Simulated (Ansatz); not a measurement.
Spinel Na₂MoO₄, treated with PBEsol in Ansatz (PAW).

Settings: plane-wave cutoff 500 eV, 8×8×8 k mesh, gaussian smearing 0.02 eV, no spin polarisation, scalar-relativistic PAW data made under PBE.

Cell (relaxed at this level):

```cif
data_Mo8Na16O32
_chemical_formula_sum 'Na16 Mo8 O32'
_space_group_name_H-M_alt 'Fd-3m :1'
_space_group_IT_number 227
_space_group_name_Hall 'F 4d 2 3 -1d'
_cell_length_a 9.08696
_cell_length_b 9.08696
_cell_length_c 9.08696
_cell_angle_alpha 90.000
_cell_angle_beta 90.000
_cell_angle_gamma 90.000
loop_
_atom_site_label
_atom_site_type_symbol
_atom_site_symmetry_multiplicity
_atom_site_Wyckoff_symbol
_atom_site_fract_x
_atom_site_fract_y
_atom_site_fract_z
_atom_site_occupancy
Na1 Na 16 c 0.12500 0.12500 0.12500 1
Mo1 Mo 8 b 0.50000 0.50000 0.50000 1
O1 O 32 e 0.38726 0.38726 0.38726 1
```
(The calculation used a cell of 14 atoms; values per cell refer to that cell.)

Estimate the band gap that the calculation returns.


- band gap = 4.45 eV (on the SCF k mesh)

Spin–orbit coupling is not included.

Static lattice: no zero-point or thermal effects.

Computing time: very roughly 110 core-seconds.

Ansatz is an electronic-structure program.
